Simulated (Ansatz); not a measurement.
**How far PBE and r2SCAN part for GaN, x(Al) = 0.833, 12 atoms, Cm**

Start from GaN in the wurtzite structure (space group P6_3mc, No. 186; a = 3.218 Å, c = 5.243 Å).

(Cell as relaxed with PBE.)

Levels (all Ansatz, a quantum-chemistry and plane-wave program, PAW): PBE (420 eV, without spin-orbit coupling); r2SCAN (500 eV, scalar-relativistic without spin-orbit coupling).

Each level relaxes its own structure.

```csv
base,PBE,r2SCAN
volume per atom,11.76 Å³,11.37 Å³
lattice parameter a,3.218 Å,3.183 Å
band gap,1.71 eV,2.35 eV
```

One thing is altered: Al replaces 83.3 % of the Ga, ordered in a cell of 12 atoms (starting symmetry Cm) and fully relaxed.

```csv
quantity,PBE,r2SCAN
shift of the gap caused by the change,+1.84 eV,…
"valence-band top at Γ (three highest levels, from the VBM)","0.00, -0.10, -0.14 eV",…
band gap,3.55 eV,…
"gap character (in this cell's own zone, which can be folded)",direct at Γ,…
deviation of the volume from the linear (Vegard-type) interpolation,0.0 %,…
```

### Question
What does r2SCAN give?

### Answer

- shift of the gap caused by the change, r2SCAN: +1.99 eV
- valence-band top at Γ (three highest levels, from the VBM), r2SCAN: 0.00, -0.11, -0.16 eV
- band gap, r2SCAN: 4.34 eV
- gap character (in this cell's own zone, which can be folded), r2SCAN: direct at Γ
- deviation of the volume from the linear (Vegard-type) interpolation, r2SCAN: 0.0 %

PBE's shift of the gap caused by the change lies 0.15 eV below r2SCAN's; PBE's band gap lies 0.79 eV below r2SCAN's; the two agree on the gap character and deviation of the volume from the linear. Neither level is exact; r2SCAN is the comparison here, not a measurement.

These are small ordered cells, not random alloys; other orderings at the same x differ. Whether these cells are dynamically stable was not tested. k-point labels follow each cell's own Brillouin zone.
